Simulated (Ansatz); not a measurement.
Start from MgB$_{2}$ (space group P6/mmm, No. 191; a = 3.0753 Å, c = 3.5248 Å; relaxed with 0.1 eV smearing).

Method: PBE (Ansatz, a first-principles code, PAW, spin-orbit coupling left out).

For the base:

- Pressure = 0.0 GPa
- Band gap = zero

Now apply this change: every lattice vector is stretched by 2.50 %, atoms relaxed at fixed cell.

Task: Predict the new energy relative to the base, pressure and band gap.

Result: The energy rises by 24 meV/atom; the pressure (mean of the normal stresses, compression positive) goes from zero to -9.8 GPa; the band gap remains zero.

The cells carry an imposed strain or load. Stability against distortions was not tested. All final runs are without spin polarisation.
